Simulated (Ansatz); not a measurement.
Consider BaTiO3 in the cubic perovskite structure (space group Pm-3m, No. 221).

```
CELL_PARAMETERS angstrom
      3.93456     0.00000     0.00000
      0.00000     3.93456     0.00000
      0.00000     0.00000     3.93456
ATOMIC_POSITIONS crystal
  Ba 0.00000 0.00000 0.00000
  Ti 0.50000 0.50000 0.50000
  O  0.50000 0.00000 0.50000
  O  0.00000 0.50000 0.50000
  O  0.50000 0.50000 0.00000
```

Method: LDA in Ansatz (plane waves to 420 eV, PAW, scalar-relativistic without spin-orbit coupling).

Base values:

The band gap comes out as 1.83 eV and the lattice parameter a is 3.935 Å.

Modification: a negative pressure, −1 GPa.

What does the calculation give for the band gap after the change?

The band gap decreases by 0.01 eV, from 1.83 eV to 1.82 eV.

Estimate the effect on the lattice parameter a.

The lattice parameter a rises by 0.0067 Å, from 3.935 Å to 3.941 Å.

Load acts through the strain it causes; cell and atoms are relaxed under it. No phonon test of stability was made. All final runs are without spin polarisation. Many cubic perovskites are stable only at high temperature; tilts and polar distortions were not tested. This is not the structure that BaTiO3 has at room temperature and ambient pressure.

Ansatz is a first-principles code.
